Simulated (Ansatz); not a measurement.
Here is the system:

```
CELL_PARAMETERS angstrom
      4.36316     0.00000     0.00000
      0.00000     4.36316     0.00000
      0.00000     0.00000     2.77116
ATOMIC_POSITIONS crystal
  Si 0.00000 0.00000 0.00000
  Si 0.50000 0.50000 0.50000
  O  0.31072 0.31072 0.00000
  O  0.81072 0.18928 0.50000
  O  0.18928 0.81072 0.50000
  O  0.68928 0.68928 0.00000
```

No spin polarisation.

Method: PBE (Ansatz, a first-principles code), no spin-orbit coupling. Γ-centred 8×8×12 mesh, Fermi–Dirac width 0.05 eV.

### Question
What is the computed gap character?

### Answer
Direct at Γ.

### Question
Predict the band gap.

### Answer
3.73 eV.

### Question
What is the computed pressure (mean of the normal stresses, compression positive)?

### Answer
-20.10 GPa.

### Question
Predict the electron mass.

### Answer
0.31 mₑ along c, 0.38 mₑ across (at Γ).

The cells carry an imposed strain or load. Effective masses come from finite differences of ±0.01 Å⁻¹. Stability against distortions was not tested. The cell was made from SiO$_{2}$ in the rutile structure (space group P4_2/mnm, No. 136) by this change: isotropic strain +3.00 %.
